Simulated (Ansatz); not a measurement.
MnCl₂ (R-3m, No. 166)

The numbers are results of HSE06 in Ansatz (PAW), not measurements.

Run with plane-wave cutoff 500 eV, 8×8×8 k mesh, gaussian smearing 0.02 eV, spin-polarised start, scalar-relativistic PAW data made under PBE.

Cell: relaxed with r²SCAN: a = 3.693 Å, b = 3.693 Å, c = 18.223 Å, α = 90.00°, β = 90.00°, γ = 120.00°.

```json
{
 "band_gap": "4.56 eV (on the SCF k mesh)"
}
```

Note: the magnetic order was assumed, not searched for or taken from measurement; the cell comes from a level without a dispersion term, which matters for the spacing of layers, chains or molecules; cell and atoms aren't relaxed at this level (pressure 0.8 GPa); the cell has widely spaced layers and the level no dispersion term, so their spacing and the moduli can rest on weak binding.

Static lattice: no zero-point or thermal effects.

Ansatz is a program for electronic structure.
